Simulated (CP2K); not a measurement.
A self-consistent single point of RbBr (Fm-3m, 2 atoms in the cell) with CP2K.

Method: PBE, GPW, DZVP-MOLOPT-SR-GTH basis, GTH-PBE potentials (GTH_POTENTIALS) (CP2K 2026.2).

The change in words: lattice scaled by 0.98. Reference geometry:
```yaml
crystal:
  lattice:
    - [4.88256, 0.00000, 0.00000]
    - [2.44128, 4.22842, 0.00000]
    - [2.44128, 1.40948, 3.98660]
  atoms:
    - { symbol: Rb, position: [0.00000, 0.00000, 0.00000] }
    - { symbol: Br, position: [0.50000, 0.50000, 0.50000] }
```

Reference input (self-consistent single point, DFT PBE, GPW, DZVP-MOLOPT-SR-GTH basis, GTH-PBE potentials (GTH_POTENTIALS)): CUTOFF = 500 Ry; REL_CUTOFF = 50 Ry; KPOINTS/SCHEME = MONKHORST-PACK 7 7 7; XC_FUNCTIONAL = PBE; Rb/BASIS_SET = DZVP-MOLOPT-SR-GTH; Rb/POTENTIAL = GTH-PBE-q9; Br/BASIS_SET = DZVP-MOLOPT-SR-GTH; Br/POTENTIAL = GTH-PBE-q7; METHOD = GPW; EPS_DEFAULT = 1e-10; NGRIDS = 5; SCF_GUESS = ATOMIC. This run's input differs from it in these lines:

```diff
@@ -58,4 +58,4 @@
     &CELL
-      ABC 4.88256400 4.88256360 4.88256421
-      ALPHA_BETA_GAMMA 59.99999838 60.00000139 59.99999730
+      ABC 4.78491200 4.78491257 4.78491255
+      ALPHA_BETA_GAMMA 60.00000648 60.00000379 60.00000391
       PERIODIC XYZ
```

Log, with long lists cut:

```
 SCF WAVEFUNCTION OPTIMIZATION

  Step     Update method      Time    Convergence         Total energy    Change
     1 NoMix/Diag. 0.40E+00      -     0.92720736       -37.6513370609 -3.77E+01
     2 Broy./Diag. 0.40E+00      -     0.08633777       -37.3619631190  2.89E-01
     3 Broy./Diag. 0.40E+00      -     0.05621714       -37.5806153007 -2.19E-01
     4 Broy./Diag. 0.40E+00      -     0.00600288       -37.6470716665 -6.65E-02
     5 Broy./Diag. 0.40E+00      -     0.00250200       -37.6420287789  5.04E-03
     6 Broy./Diag. 0.40E+00      -     0.00038300       -37.6480202074 -5.99E-03
     7 Broy./Diag. 0.40E+00      -     0.00003219       -37.6483395628 -3.19E-04
     8 Broy./Diag. 0.40E+00      -     0.00002236       -37.6481683336  1.71E-04
     9 Broy./Diag. 0.40E+00      -     0.00000255       -37.6481375409  3.08E-05
    10 Broy./Diag. 0.40E+00      -     0.00000118       -37.6481403051 -2.76E-06
    11 Broy./Diag. 0.40E+00      -     0.00000001       -37.6481413983 -1.09E-06
  *** SCF run converged in    11 steps ***

  Overlap energy of the core charge distribution:               0.00000000000000
  Self energy of the core charge distribution:                -74.27728578503218
  Core Hamiltonian energy:                                     16.65000247744570
  Hartree energy:                                              26.40951155220972
  Exchange-correlation energy:                                 -6.43036964293796

  Total energy:                                               -37.64814139831472

                     Mulliken Population Analysis

 #  Atom  Element  Kind  Atomic population                           Net charge
       1     Rb       1          8.408198                              0.591802
       2     Br       2          7.591802                             -0.591802
   [... lines left out ...]

 STRESS| Analytical stress tensor [bar]
 STRESS|                        x                   y                   z
 STRESS|      x        1.96287212903E+04   2.37468799929E-02   1.68667436294E-02
 STRESS|      y        2.37468799929E-02   1.96286309274E+04   6.78449928981E-02
 STRESS|      z        1.68667436294E-02   6.78449928981E-02   1.96284495353E+04
 STRESS| 1/3 Trace                                             1.96286005844E+04
```

The run converged in 11 iterations. Against the reference run the free energy goes up by 20.9 meV/atom, the pressure goes from 0.87 to 1.96 GPa and the gap on the mesh goes from 4.340 to 4.495 eV.

The starting cell comes from a database of computed structures (which also holds hypothetical and non-ambient phases and stackings), without a prior relaxation at this level. Its lattice was rescaled by a random factor within 2.5 % of one. For this run, on top of that: lattice scaled by 0.98. Values carry the incompleteness of an atom-centred basis.

Cost on one core of a shared machine: roughly 60 s.
